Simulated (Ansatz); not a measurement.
## BaTe: energy against volume

BaTe (rock salt, Fm-3m, 41.807 Å³/atom and stress up to 0.01 GPa in the relaxed cell, cube axes along x, y and z) under an equal strain ε along all three axes. PBEsol in Ansatz, a plane-wave DFT program (PAW, default set), 420 eV, 8×8×8 Γ-centred mesh, Fermi-Dirac smearing 0.05 eV; ions are relaxed, or left where forces stay under 0.02 eV/Å, within the symmetry of each cell.

Here V stands for volume and E for E less E0.

```
volume (Å³/atom)  E less E0 (meV/atom)  pressure (GPa)
----------------  --------------------  --------------
39.3484                          16.16            2.22
39.9538                           8.94            1.61
40.5653                           3.90            1.03
41.1831                           0.96            0.50
41.8070                           0.00            0.00
42.4373                           0.92           -0.46
43.0738                           3.64           -0.90
43.7167                           8.05           -1.30
44.3660                          14.08           -1.67
45.6837                              ?               ?
```

Taking the third-order Birch-Murnaghan form, a cubic in V^(-2/3) for E over the 9 complete rows: With u = V^(-2/3) - 0.0831, the rows have u = 0.0033401, 0.0024647, 0.0016026, 0.0007534, -0.0000829, -0.0009070, -0.0017187, -0.0025185, -0.0033067. Least squares gives E = 0.009 + 229.9·u + 1367701·u² + 3406723·u³. Residuals (row less fit): -0.002, 0.005, -0.004, 0.000, 0.001, -0.003, 0.003, -0.001, 0.000; standard error 0.004 (degrees of freedom: 5). Its minimum lies at u = -0.0000841, so V0 = (0.0830159)^(-3/2) = 41.81. There d²E/du² = 2734000 and d³E/du³ = 2.044e7, so B0 = (4/9) × 41.81^(-7/3) × 2734000 × 0.160218 = 32.1 GPa (the last factor turns the table's units into GPa), and B0' = 4 + (2/3) × 0.0830159 × (2.044e7)/2734000 = 4.4. B0' rests on the cubic coefficient alone and has a standard error of 0.1 from these residuals.

**Question.** Estimate the missing E (V = 45.6837); what did the run itself give?

**Answer.** u = -0.0048485, so E = 0.009 + 229.9 × (-0.0048485) + 1367701 × (-0.0048485)² + 3406723 × (-0.0048485)³ = 30.658 meV/atom. The calculation gives 30.64 meV/atom, 0.018 meV/atom below the prediction (0.1 % of the range of E in the table). The row lies outside the fitted rows, so this is an extrapolation. The scatter of the fitted rows lies at the last printed digit.

Spin-orbit coupling is left out, which can shift these values for the heavy elements here. Other structures, which can take over under pressure, weren't tried. The same form fitted to the pressure column gives B0' = 4.4; series where the two differ by over 0.4 aren't shown. Rows are the converged runs of the series near zero and its far end, less any whose ions stayed unrelaxed beside relaxed ones; series whose fitted rows scatter by over a few per cent of the range, as at a crossing or softening among them, aren't shown in this form.
